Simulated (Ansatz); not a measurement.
**HfO2 (space group P4_2/nmc, No. 137)**

```cif
data_Hf2O4
_chemical_formula_sum 'Hf2 O4'
_space_group_name_H-M_alt 'P42/nmc :1'
_space_group_IT_number 137
_space_group_name_Hall 'P 4n 2n -1n'
_cell_length_a 3.57678
_cell_length_b 3.57678
_cell_length_c 5.20264
_cell_angle_alpha 90.000
_cell_angle_beta 90.000
_cell_angle_gamma 90.000
loop_
_space_group_symop_operation_xyz
  'x, y, z'
  '-y+1/2, x+1/2, z+1/2'
  '-x, -y, z'
  'y+1/2, -x+1/2, z+1/2'
  'x+1/2, -y+1/2, -z+1/2'
  '-y, -x, -z'
  '-x+1/2, y+1/2, -z+1/2'
  'y, x, -z'
  '-x+1/2, -y+1/2, -z+1/2'
  'y, -x, -z'
  'x+1/2, y+1/2, -z+1/2'
  '-y, x, -z'
  '-x, y, z'
  'y+1/2, x+1/2, z+1/2'
  'x, -y, z'
  '-y+1/2, -x+1/2, z+1/2'
loop_
_atom_site_label
_atom_site_type_symbol
_atom_site_symmetry_multiplicity
_atom_site_Wyckoff_symbol
_atom_site_fract_x
_atom_site_fract_y
_atom_site_fract_z
_atom_site_occupancy
Hf1 Hf 2 a 0.00000 0.00000 0.00000 1
O1 O 4 d 0.00000 0.50000 0.19616 1
```

All numbers come from Ansatz (a program for electronic structure), r2SCAN, PAW, cutoff 500 eV, no SOC. Γ-centred 9×9×7 mesh, Fermi–Dirac width 0.05 eV.

```json
{
  "volume_per_atom": "11.09 Å³",
  "density": "10.50 g/cm³",
  "band_gap": "5.27 eV, indirect, Z → Γ",
  "electron_mass": "1.0 mₑ along c, 0.89 mₑ across",
  "total_energy": "-5625.430 eV/atom (σ→0; compares only within this code and set-up)"
}
```

Spin-orbit coupling, missing from the scalar runs, can matter with Hf. Masses are band curvatures over ±0.01 Å⁻¹ around the edge. Stability against distortions was not tested. This is not the structure that HfO2 has at room temperature and ambient pressure.
